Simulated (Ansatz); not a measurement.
The starting structures come from a database of crystals and need not be the phases stable at ambient conditions.

## Evanescent states of CaPdF6 (R-3, not sure to be the ambient phase, 8 atoms a cell, 14.0 Å³ an atom) along the normal of (100)

These are r2SCAN (plane waves, PAW; Ansatz, a program for electronic structure) values and carry that method's errors.

No gap correction and no spin-orbit coupling; mid-gap values are interpolated between computed energies.

Energies count from the valence-band top; κ is the least over a 6×2 mesh across the current.

| E (eV) | κ (1/Å) | where |
|---|---|---|
| 0.07 | 0.230 | off Γ |
| 0.21 | 0.379 | off Γ |
| 0.35 | 0.475 | off Γ |
| 0.49 | 0.553 | off Γ |
| 0.63 | 0.608 | off Γ |
| 0.77 | 0.614 | off Γ |
| 0.91 | 0.611 | Γ |
| 1.05 | 0.605 | Γ |
| 1.19 | 0.594 | off Γ |
| 1.33 | 0.581 | off Γ |
| 1.47 | 0.566 | off Γ |
| 1.61 | 0.549 | off Γ |
| 1.75 | 0.529 | off Γ |
| 1.89 | 0.506 | off Γ |
| 2.03 | 0.477 | off Γ |
| 2.17 | 0.442 | off Γ |
| 2.31 | 0.396 | off Γ |
| 2.45 | 0.330 | off Γ |
| 2.59 | 0.211 | off Γ |

Question: How thick must the barrier be to attenuate the transmission by 10^6 when the electrodes' Fermi level lies at 1.89 eV, and what attenuation does that film give at 1.61 eV?

Answer: d = 6 ln 10 / (2 × 0.506) = 13.7 Å. At 1.61 eV it gives 6 × 0.549/0.506 = 6.5 decades.
